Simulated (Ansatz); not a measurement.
Base system: PbSe in the rock salt structure (space group Fm-3m, No. 225).

PbSe is modelled in the cubic space group Fm-3m (No. 225), the rock salt structure, Pearson symbol cF8. Conventional cell: a = 6.218 Å, b = 6.218 Å, c = 6.218 Å, α = 90.00°, β = 90.00°, γ = 90.00°. Pb on 4a is surrounded by 6 Se at 3.109 Å (octahedral). Se on 4b is coordinated by 6 Pb at 3.109 Å (octahedral). (Neighbours: up to the widest gap in distance over summed covalent radii, below 1.35, at either atom; cation-cation and far metal-metal contacts left out.)
(The calculation used a cell of 2 atoms; values per cell refer to that cell.)

The values are results of PBE (Ansatz, a quantum-chemistry and plane-wave program), without spin-orbit coupling, not measurements.

For the base:

| Quantity | Result |
|---|---|
| Electron mass | 0.15 mₑ along k, 0.12 mₑ across (at L) |
| Valley order | L along ⟨111⟩ 0.43 eV; a point along ⟨110⟩, about 0.6 Å⁻¹ from Γ 1.22 eV; a point along ⟨100⟩, about 0.4 Å⁻¹ from Γ 1.95 eV |

One thing is altered: an isotropic linear strain of +1.50 %; the atoms relax in the strained cell.

Task: What does the calculation give for the energy relative to the base, electron mass and valley order after the change?

Result: The energy rises by 8.5 meV/atom; the electron mass becomes 0.19 mₑ along k, 0.13 mₑ across (at L) (base: 0.15 mₑ along k, 0.12 mₑ across (at L)); the valley order (the lowest conduction-band minima on the path, energy above the VBM, named in the base's zone) goes from L along ⟨111⟩ 0.43 eV; a point along ⟨110⟩, about 0.6 Å⁻¹ from Γ 1.22 eV; a point along ⟨100⟩, about 0.4 Å⁻¹ from Γ 1.95 eV to L along ⟨111⟩ 0.55 eV; a point along ⟨110⟩, about 0.6 Å⁻¹ from Γ 1.30 eV; a point along ⟨100⟩, about 0.4 Å⁻¹ from Γ 2.00 eV.

Spin-orbit coupling, missing from the scalar runs, can matter with Pb. Masses are band curvatures over ±0.01 Å⁻¹ around the edge. Along k means along the line from Γ to the band edge. Whether these cells are dynamically stable was not tested.
